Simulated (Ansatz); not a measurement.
System: SnS2 (P6₃mc, No. 186; cell taken from a computed entry). Method: PBE0 (PAW; Ansatz, a first-principles code).

Numerical settings: plane-wave cutoff 460 eV, 9×9×2 k mesh (along the axes of the cell as run), Fermi–Dirac smearing 0.01 eV, scalar-relativistic PAW data made under PBE.

Cell (relaxed with PBEsol):

SnS2 is modelled in the hexagonal space group P6₃mc (No. 186), Pearson symbol hP6. Cell: a = 3.651 Å, b = 3.651 Å, c = 12.157 Å, α = 90.00°, β = 90.00°, γ = 120.00°. Sn on 2b is coordinated by 6 S at 2.572 Å (octahedral). S1 on 2b sees 3 Sn at 2.572 Å (trigonal pyramidal). S2 on 2a is coordinated by 3 Sn at 2.572 Å (trigonal pyramidal). (Neighbours: up to the widest gap in distance over summed covalent radii, below 1.35, at either atom; cation-cation and far metal-metal contacts left out.)

**Question.** What does this level give for the band gap, smallest direct gap on the k points sampled and Γ–Γ gap?

**Answer.** 
band gap: 2.86 eV
smallest direct gap on the k points sampled: 3.10 eV
Γ–Γ gap: 3.74 eV

Note: cell and atoms aren't relaxed at this level (pressure -0.4 GPa); the cell has widely spaced layers and the level no dispersion term, so their spacing and the moduli can rest on weak binding.

Spin–orbit coupling is not included.

Static lattice: no zero-point or thermal effects.

It cost about 4 core-minutes (a rough figure) of CPU time.
